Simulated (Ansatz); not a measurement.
**SiO2: band gap against strain**

SiO2 (rutile, P4_2/mnm, 7.657 Å³/atom and stress up to 0.01 GPa in the relaxed cell, c along z) under an equal strain ε in the (001) plane with the normal axis free, as in a coherent film. LDA in Ansatz, a plane-wave DFT program (PAW, default set), 420 eV, 8×8×12 Γ-centred mesh, Fermi-Dirac smearing 0.05 eV; ions are relaxed, or left where forces stay under 0.02 eV/Å, within the symmetry of each cell. Gaps are the smallest over the k-mesh and a band path, without spin-orbit coupling; in all rows the valence edge lies at Γ and the conduction edge at Γ.

Here s stands for strain and Eg for gap.

| strain (%) | gap (eV) |
|---|---|
| 0.00 | 5.809 |
| 0.60 | 5.703 |
| 1.20 | 5.602 |
| 1.80 | 5.505 |
| 3.00 | ? |

Taking a straight line for Eg over the 4 complete rows: Means: s 0.90000, Eg 5.6547. About the means, the sum of products is -0.30390 and the sum of squares of s is 1.8000; the slope is their ratio. Least squares gives Eg = 5.8067 - 0.16883·s. Residuals (row less fit): 0.0023, -0.0024, -0.0021, 0.0022; standard error 0.0032 (degrees of freedom: 2). Over these rows the gap moves by -16.9 ± 0.2 eV per unit strain.

Q: Estimate the missing Eg (s = 3.00); what did the run itself give?

A: Eg = 5.8067 - 0.16883 × 3.0 = 5.3002 eV. The calculation gives 5.328 eV, 0.0278 eV above the prediction (5.8 % of the range of Eg in the table). The row lies outside the fitted rows, so this is an extrapolation. From the scatter of the fitted rows alone, a prediction at this place has a standard error of 0.0061 eV, so the miss is 4.6 times that.

A polynomial of degree 2 through the 5 other runs of the series gives 5.328 there, so most of the miss is curvature that the fit leaves out. SiO2 is here stishovite, a high-pressure form. Rows are the converged runs of the series near zero and its far end; series whose fitted rows scatter by over a few per cent of the range, as at a crossing or softening among them, aren't shown in this form, nor equations of state whose B0' disagrees with the runs' pressures. Most that stay on the fit to the last digits aren't either.
